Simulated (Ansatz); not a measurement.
## What W → Pt does to W

Base system: W (space group Pm-3n, No. 223; a = 5.033 Å).

One thing is altered: full substitution W → Pt; the structure is relaxed again.

All numbers come from Ansatz (a program for electronic structure), PBEsol, PAW, cutoff 420 eV, spin-orbit coupling left out. Settings: 9×9×9 k-points, 0.05 eV Fermi–Dirac smearing.

```csv
quantity,base,changed,shift
volume per atom,15.94 Å³,15.58 Å³,-0.36 Å³
density,19.16 g/cm³,20.79 g/cm³,+1.635 g/cm³
space group,Pm-3n (No. 223),Pm-3n (No. 223),–
shortest interatomic distance,2.517 Å,2.498 Å,-0.019 Å
band gap,zero,zero,–
```

With Pt present, leaving out spin-orbit coupling can change the band edges. No phonon test of stability was made. As relaxed here, Pt is a hypothetical phase, not in the database extracts checked. All final runs are without spin polarisation. Pt has a high density of states at the Fermi level and may be magnetic at this level. This is not the structure that W has at room temperature and ambient pressure.
